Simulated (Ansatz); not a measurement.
## SrPd3O4 (space group Pm-3n, No. 223)

```cif
data_O8Pd6Sr2
_chemical_formula_sum 'Sr2 Pd6 O8'
_space_group_name_H-M_alt 'P 1'
_space_group_IT_number 1
_cell_length_a 5.80382
_cell_length_b 5.80382
_cell_length_c 5.80382
_cell_angle_alpha 90.000
_cell_angle_beta 90.000
_cell_angle_gamma 90.000
loop_
_space_group_symop_operation_xyz
  'x, y, z'
loop_
_atom_site_label
_atom_site_type_symbol
_atom_site_fract_x
_atom_site_fract_y
_atom_site_fract_z
_atom_site_occupancy
Sr1 Sr 0.50000 0.50000 0.50000 1
Sr2 Sr 0.00000 0.00000 0.00000 1
Pd1 Pd 0.75000 0.00000 0.50000 1
Pd2 Pd 0.25000 0.00000 0.50000 1
Pd3 Pd 0.50000 0.25000 0.00000 1
Pd4 Pd 0.50000 0.75000 0.00000 1
Pd5 Pd 0.00000 0.50000 0.25000 1
Pd6 Pd 0.00000 0.50000 0.75000 1
O1 O 0.75000 0.25000 0.25000 1
O2 O 0.25000 0.75000 0.75000 1
O3 O 0.25000 0.25000 0.75000 1
O4 O 0.75000 0.75000 0.25000 1
O5 O 0.25000 0.75000 0.25000 1
O6 O 0.75000 0.25000 0.75000 1
O7 O 0.75000 0.75000 0.75000 1
O8 O 0.25000 0.25000 0.25000 1
```

Computed with DFT with PBEsol, PAW potentials and a 420 eV plane-wave cutoff in Ansatz (a quantum-chemistry and plane-wave program), no spin-orbit coupling. k-mesh 7×7×7 (Γ-centred); smearing 0.05 eV (Fermi–Dirac).

| Item | Value |
|---|---|
| Volume per atom | 12.22 Å³ |
| Density | 8.00 g/cm³ |
| Band gap | zero |
| Total energy | -3306.874 eV/atom (σ→0; compares only within this code and set-up) |

Stability against distortions was not tested. No Hubbard U is applied, and correlation can decide whether such a compound is a metal. All final runs are without spin polarisation. The zero or small gap of SrPd3O4 can change with the level of theory.
